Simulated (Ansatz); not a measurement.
Base system: ZnS in the zinc blende structure (space group F-43m, No. 216; a = 5.3566 Å). Axes: x, y, z lie along the cube axes.

Structures relaxed with PBEsol (Ansatz, a first-principles code; PAW; 420 eV plane waves; no spin-orbit coupling).

Base:

Simulated powder pattern, Cu Kα1, λ = 1.54056 Å (kinematic, ideal powder, no thermal factors, no anomalous dispersion; the 8 strongest lines at most, above 2 %, up to 2θ = 90°):

```
2θ (°)  I/Imax (%)    hkl
------  ----------  -----
28.84          100  (111)
33.43           12  (200)
48.00           60  (220)
56.97           41  (311)
70.23          9.0  (400)
77.63           15  (331)
80.05          3.5  (420)
89.57           19  (422)
```

After one change:

Simulated powder pattern, Cu Kα1, λ = 1.54056 Å (kinematic, ideal powder, no thermal factors, no anomalous dispersion; the 8 strongest lines at most, above 2 %, up to 2θ = 90°):

| 2θ (°) | I/Imax (%) |
|---|---|
| 28.26 | 100 |
| 29.31 | 33 |
| 33.06 | 16 |
| 46.76 | 42 |
| 48.13 | 39 |
| 55.54 | 14 |
| 56.15 | 29 |
| 87.85 | 13 |

Task: What was done to the base?
A. biaxial strain +2.50 %, plane normal [111], relaxed out of plane
B. biaxial strain −1.67 %, plane normal [111], relaxed out of plane
C. biaxial strain −2.08 %, plane normal [111], relaxed out of plane
D. biaxial strain −0.83 %, plane normal [111], relaxed out of plane

Result: A, biaxial strain +2.50 %, plane normal [111], relaxed out of plane. Its volume per atom is 19.87 Å³ against 19.21 Å³, and its space group is R3m (No. 160).

Stability against distortions was not tested.
